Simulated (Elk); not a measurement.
Input and output of a self-consistent single point for Na3Ga (Pm-3m, 4 atoms in the cell) (Elk).

Level of theory: Elk 10.2.4 with LDA (PW92), all-electron FP-LAPW, Elk's shipped species files, APW+lo basis with extra local orbitals.

The change in words: lattice scaled by 0.98. Reference geometry:
```xyz
4
Lattice="4.9416 0.0000 0.0000 0.0000 4.9416 0.0000 0.0000 0.0000 4.9416" Properties=species:S:1:pos:R:3 pbc="T T T"
Na     2.4708     0.0000     2.4708
Na     0.0000     2.4708     2.4708
Na     2.4708     2.4708     0.0000
Ga     0.0000     0.0000     0.0000
```

Reference input (self-consistent single point, DFT, LDA (PW92), all-electron FP-LAPW, Elk's shipped species files, APW+lo basis with extra local orbitals): rgkmax = 8; swidth = 0.00499791 Ha; ngridk = 9 9 9; tforce = true; gmaxvr = 18 1/bohr; lmaxapw = 10; lmaxo = 8; nxlo = 2; lorbcnd = true; lradstp = 2; nrmtscf = 2; lmaxi = 4. This run's input differs from it in these lines:

```diff
@@ -40,3 +40,3 @@
 scale
-  9.338298963
+  9.151533551
```

Output (repeated stretches shortened):

```
│ Self-consistent loop started │
│ Loop number : 1 │
 total energy                :     -2427.39227900
│ Loop number : 2 │
 total energy                :     -2427.38764473
RMS change in Kohn-Sham potential (target) :   0.1250653721E-01 (  0.1000000000E-05)
Absolute change in total energy (target)   :   0.4634273749E-02 (  0.1000000000E-03)
│ Loop number : 3 │
 total energy                :     -2427.36956538
RMS change in Kohn-Sham potential (target) :   0.1189371341E-01 (  0.1000000000E-05)
Absolute change in total energy (target)   :   0.1923791424E-01 (  0.1000000000E-03)
│ Loop number : 4 │
   [... lines left out ...]
Absolute change in total energy (target)   :   0.4983404560E-03 (  0.1000000000E-03)
│ Loop number : 13 │
 total energy                :     -2426.45676031
RMS change in Kohn-Sham potential (target) :   0.1897345149E-06 (  0.1000000000E-05)
Absolute change in total energy (target)   :   0.1627813572E-03 (  0.1000000000E-03)
│ Loop number : 14 │
 total energy                :     -2426.45676673
RMS change in Kohn-Sham potential (target) :   0.1178727716E-06 (  0.1000000000E-05)
Absolute change in total energy (target)   :   0.3427410911E-04 (  0.1000000000E-03)
Convergence targets achieved

│ Loop number : 15 │

Energies :
 Fermi                       :     0.510475024394E-01
 total energy                :     -2426.45677340

Density of states at Fermi energy :    47.19899078
 (states/Hartree/unit cell)

Estimated indirect band gap :   0.2184256811E-02
 from k-point     17 to k-point     31
Estimated direct band gap   :   0.1478205307E-01
 at k-point     17

Charges :
 core                        :    24.00000000
 valence                     :    40.00000000
 interstitial                :    4.336418212
 muffin-tins (core leakage)
  species :    1 (Na)
   atom    1                 :    10.06006184     ( -0.2220446049E-14)
   atom    2                 :    10.06006184     ( -0.2220446049E-14)
   atom    3                 :    10.06006184     ( -0.2220446049E-14)
  species :    2 (Ga)
   [... lines left out ...]
   total force               :    -0.00000000    0.00000000    0.00000000
   total magnitude           :     0.00000000
 species :    2 (Ga)
  atom :    1
   Hellmann-Feynman          :    -0.00000000    0.00000000    0.00000000
   IBS                       :     0.00000000    0.00000000    0.00000000
   total force               :    -0.00000000    0.00000000    0.00000000
   total magnitude           :     0.00000000
```

The run converged in 15 iterations. The count includes the last loop, which Elk runs after its targets are met. Against the reference run the free energy drops by 20.5 meV/atom.

The starting cell comes from a database of computed structures (which also holds hypothetical and non-ambient phases and stackings), without a prior relaxation at this level. Its lattice was rescaled by a random factor within 2.5 % of one. For this run, on top of that: lattice scaled by 0.98. Values depend on the basis (sphere radii, cutoffs, local orbitals), which need not be converged. The log's line on a gap gives a spacing of levels on this mesh, which the program prints for metals too.

Cost on one core of a shared machine: roughly 6 min.
